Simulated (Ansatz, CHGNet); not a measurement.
## L1₂ (Cu3Au-type) Ni3Fe: formation enthalpy by level of theory

No measured value is used here.

| level (code) | value (eV/atom) |
|---|---|
| CHGNet-r²SCAN | -0.120 |
| LDA (Ansatz) | -0.066 |
| PBE (Ansatz) | -0.089 |
| rVV10 (Ansatz) | -0.076 |
| r²SCAN (Ansatz) | -0.130 |
| r²SCAN+rVV10 (Ansatz) | -0.130 |
| r²SCAN0 (Ansatz) | -0.318 |

Spin-polarised runs: LDA (parallel moments), PBE (parallel moments), rVV10 (parallel moments), r²SCAN (parallel moments), r²SCAN+rVV10 (parallel moments), r²SCAN0 (parallel moments). Each level is taken at its own relaxed cell. Cutoffs and k meshes differ between the levels. Ansatz's density-functional and Hartree–Fock values are scalar-relativistic unless marked +SOC, with PAW data made under PBE.

Machine-learned potentials (CHGNet-r²SCAN) are trained on DFT data: a solid inside that data is no test of them.

Ansatz is a program for electronic structure.
